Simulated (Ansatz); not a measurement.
# Effective masses and thermopower of ZnSe (F-43m)

Input:

```
ZnSe
1.0
    0.00000     2.81672     2.81672
    2.81672     0.00000     2.81672
    2.81672     2.81672     0.00000
Zn Se
1 1
Direct
  0.00000   0.00000   0.00000
  0.75000   0.75000   0.75000
```

Computed with PBEsol with spin-orbit coupling, rigid bands (plane waves, PAW; Ansatz, a first-principles code). How the cell was made: cell and atoms relaxed with PBEsol.

band gap: 1.11 eV
electron conductivity mass (300 K, dilute): 0.100 mₑ
hole conductivity mass (300 K, dilute): 0.66 mₑ
effective density of states N_c (300 K): 7.4e17 cm⁻³
effective density of states N_v (300 K): 2.4e19 cm⁻³
density-of-states mass, electrons: 0.096 mₑ
density-of-states mass, holes: 0.98 mₑ
Seebeck coefficient, n-type 1e19 cm⁻³, 300 K: -64 μV/K
Seebeck coefficient, p-type 1e19 cm⁻³, 300 K: 297 μV/K

Rigid bands; masses and Seebeck coefficients take one relaxation time τ for all states and one kind of carrier; polarons and phonon drag are left out.
